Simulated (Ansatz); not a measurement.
**How far PBE and r2SCAN part for Cu2O, electrons 5.0×10^21 cm⁻³**

The parent structure is Cu$_{2}$O (space group Pn-3m, No. 224; a = 4.2991 Å).

(Cell as relaxed with PBE.)

Levels (all Ansatz, an electronic-structure program, PAW, earlier PAW set): PBE (420 eV, no SOC); r2SCAN (500 eV, spin-orbit coupling left out).

Each level relaxes its own structure.

```json
[
 {"base": "volume per atom", "PBE": "13.24 Å³", "r2SCAN": "12.74 Å³"},
 {"base": "lattice parameter a", "PBE": "4.299 Å", "r2SCAN": "4.244 Å"},
 {"base": "band gap", "PBE": "0.47 eV", "r2SCAN": "0.79 eV"}
]
```

It is then changed as follows: electrons 5.0×10^21 cm⁻³, on a uniform background at fixed cell.

| quantity | PBE | r2SCAN |
|---|---|---|
| Fermi level relative to the doped band's edge (positive inside the band; to 0.05 eV) | +0.95 eV | … |
| gap between the host's bands | 0.46 eV | … |
| shift of the gap caused by the change | -0.01 eV | … |
| gap character | direct at Γ | … |

What does r2SCAN give?


- Fermi level relative to the doped band's edge (positive inside the band; to 0.05 eV), r2SCAN: +0.90 eV
- gap between the host's bands, r2SCAN: 0.76 eV
- shift of the gap caused by the change, r2SCAN: -0.03 eV
- gap character, r2SCAN: direct at Γ

PBE's Fermi level from band edge lies 0.05 eV above r2SCAN's; PBE's gap between the host's bands lies 0.30 eV below r2SCAN's; the two agree on the gap character. Neither level is exact; r2SCAN is the comparison here, not a measurement.

Charged cell with a jellium background: band edges are those of the host's band count, energies are not comparable with the neutral cell, and many-body gap narrowing is missing. Stability against distortions was not tested. No Hubbard U is applied. The final runs are not spin-polarised.
